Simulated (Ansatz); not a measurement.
**Hypothetical wurtzite GeSe: thickness series**

Base system: GeSe in the wurtzite structure (space group P6_3mc, No. 186; a hypothetical phase, not in the database extracts checked).

```
GeSe
1.0
    4.79018     0.00000     0.00000
   -2.39509     4.14842     0.00000
    0.00000     0.00000     5.86250
Ge Se
2 2
Direct
  0.66667   0.33333   0.03471
  0.33333   0.66667   0.53471
  0.66667   0.33333   0.59049
  0.33333   0.66667   0.09049
```

Cartesian axes are those of the cell as printed.

Free-standing slabs (4 atom(s) a layer) normal to the y axis with 15 Å of vacuum; in-plane cell held at bulk.

Levels (all Ansatz, a first-principles code, PAW, earlier PAW set): PBE (420 eV, no spin-orbit coupling); PBEsol (420 eV, scalar-relativistic without spin-orbit coupling).

The base cell above is that of PBE; each level relaxes its own structures.

```json
[
 {"case": "1 layer", "band gap, PBE": "1.21 eV", "band gap, PBEsol": "1.07 eV"},
 {"case": "2 layers", "band gap, PBE": "0.40 eV", "band gap, PBEsol": "…"},
 {"case": "3 layers", "band gap, PBE": "0.47 eV", "band gap, PBEsol": "…"},
 {"case": "4 layers", "band gap, PBE": "0.46 eV", "band gap, PBEsol": "0.24 eV"}
]
```

### Question
What belongs in the blanks?

### Answer

- 2 layers, band gap, PBEsol: 0.13 eV
- 3 layers, band gap, PBEsol: 0.25 eV

PBE lies above PBEsol in every row, by 0.13 eV to 0.28 eV. They put the cases in the same order.

Stability against distortions was not tested. The zero or small gap of GeSe can change with the level of theory.
